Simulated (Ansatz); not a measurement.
The reference is GaN in the wurtzite structure (space group P6_3mc, No. 186; a = 3.1833 Å, c = 5.1839 Å). Axes: x lies along a and z along c of the hexagonal cell.

Perturbation: uniaxial stress, 1 GPa compression along x; all other stress components relax to zero.

Calculations: r2SCAN, PAW, 500 eV (Ansatz, a quantum-chemistry and plane-wave program; no SOC), earlier PAW set.

Problem. Give the band edges at the high-symmetry points of the new zone, measured from its valence-band maximum.

Solution. 
```
point  valence edge (eV)  conduction edge (eV)
-----  -----------------  --------------------
Γ                   0.00                  2.34
Y                  -1.02                  5.65
C₀                 -2.83                  5.58
Σ₀                 -2.83                  5.58
Z                  -0.54                  4.78
A₀                 -1.55                  7.01
E₀                 -1.55                  7.01
T                  -1.98                  4.90
S                  -1.06                  5.57
R                  -1.98                  4.88
```

The gap is 2.34 eV, direct at Γ.

Load acts through the strain it causes; cell and atoms are relaxed under it. Beyond what the load breaks, stability against distortions was not tested. k-point labels follow each cell's own Brillouin zone.
